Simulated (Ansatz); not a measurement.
The reference is ZnGeP2 in the chalcopyrite structure (space group I-42d, No. 122; a = 5.424 Å, c = 10.709 Å).

Modification: a hydrostatic pressure of 30 GPa.

Level of theory: PBEsol/PAW in Ansatz (an electronic-structure program), no spin-orbit coupling.

Base, band edges from the VBM (valence, conduction): M -1.42, 1.12; G -1.14, 1.55; R -1.14, 1.55; X -0.78, 1.16; Γ 0.00, 1.24; S₀ -0.90, 1.31; S -0.90, 1.31; N -1.02, 2.37; P -1.15, 1.81 eV.

Q: Give the band edges at the high-symmetry points of the new zone, measured from its valence-band maximum.

A: 
```
point  valence edge (eV)  conduction edge (eV)
-----  -----------------  --------------------
Γ                   0.00                  0.66
X                  -1.10                  1.73
P                  -1.53                  2.41
N                  -1.45                  2.54
M                  -2.06                  0.74
S                  -1.30                  0.94
S₀                 -1.30                  0.94
R                  -1.52                  2.15
G                  -1.52                  2.15
```

The gap is 0.63 eV, indirect, Γ → M–S (33 % along).

Load acts through the strain it causes; cell and atoms are relaxed under it. Stability against distortions was not tested. No other phases were tried under pressure.
